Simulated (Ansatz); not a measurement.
## A computed series for BaTiO3: response to strain

Base system: BaTiO3 in the cubic perovskite structure (space group Pm-3m, No. 221; a = 3.935 Å). Axes: x, y, z lie along the cube axes.

Strains are applied to the cell and any free atomic positions relax.

Calculations: LDA/PAW in Ansatz (a first-principles code), spin-orbit coupling left out.

Candidates:
(a) uniaxial strain ε_zz = +2.40 %
(b) uniaxial strain ε_zz = +1.20 %
(c) uniaxial strain ε_zz = +1.80 %

For the base:

| Quantity | Value |
|---|---|
| Band gap | 1.83 eV |

**Question.** Order them by band gap, lowest first.

**Answer.** (a) uniaxial strain ε_zz = +2.40 % (1.72 eV), (c) uniaxial strain ε_zz = +1.80 % (1.75 eV), (b) uniaxial strain ε_zz = +1.20 % (1.78 eV)

Whether these cells are dynamically stable was not tested. The final runs are not spin-polarised. Many cubic perovskites are stable only at high temperature; tilts and polar distortions were not tested. This is not the structure that BaTiO3 has at room temperature and ambient pressure.
